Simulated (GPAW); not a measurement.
Band structure of MgCd₃ (P-6m2, 4 atoms in the cell).

```
CELL_PARAMETERS angstrom
      3.13458     0.00000     0.00000
     -1.56729     2.71463     0.00000
      0.00000     0.00000    10.03841
ATOMIC_POSITIONS crystal
  Mg 0.00000 0.00000 0.50000
  Cd 0.00000 0.00000 0.00000
  Cd 0.66667 0.33333 0.74779
  Cd 0.66667 0.33333 0.25221
```

Method of the run: PBEsol, GPAW PAW datasets PBEsol (made by gpaw-setup) (plane waves; GPAW).

Settings: mode = pw; ecut = 850 eV; xc = PBEsol; kpts = 10 10 3; mesh shift (steps) = 0 0 0; occupations.name = methfessel-paxton; occupations.width = 0.05 eV; occupations.order = 0; nbands = -10; convergence.forces = 0.001 eV/Å; symmetry.symmorphic = false; symmetry.tolerance = 0.0005; maxiter = 100; bandpath_npoints = 40.

The starting cell comes from a database of computed structures (which also holds hypothetical and non-ambient phases and stackings), without a prior relaxation at this level.

Levels in eV from the Fermi level, bands 20 to 27:
| point | 20 | 21 | 22 | 23 | 24 | 25 | 26 | 27 |
|---|---|---|---|---|---|---|---|---|
| Γ | -8.48 | -7.21 | -6.63 | -2.36 | -1.17 | 5.69 | 6.65 | 11.33 |
| M | -2.90 | -2.67 | -1.85 | -1.73 | -0.85 | -0.13 | 2.85 | 2.98 |
| K | -1.28 | -0.88 | -0.62 | 0.02 | 0.35 | 0.37 | 1.13 | 1.21 |
| A | -8.48 | -8.01 | -4.90 | -4.61 | 1.72 | 2.15 | 10.12 | 11.44 |
| L | -2.61 | -2.44 | -2.44 | -2.27 | 0.26 | 0.98 | 1.04 | 1.51 |
| H | -1.04 | -0.81 | -0.69 | -0.22 | -0.19 | -0.06 | 1.89 | 2.42 |

Bands cross the Fermi level along this path, so the cell is metallic at this level.
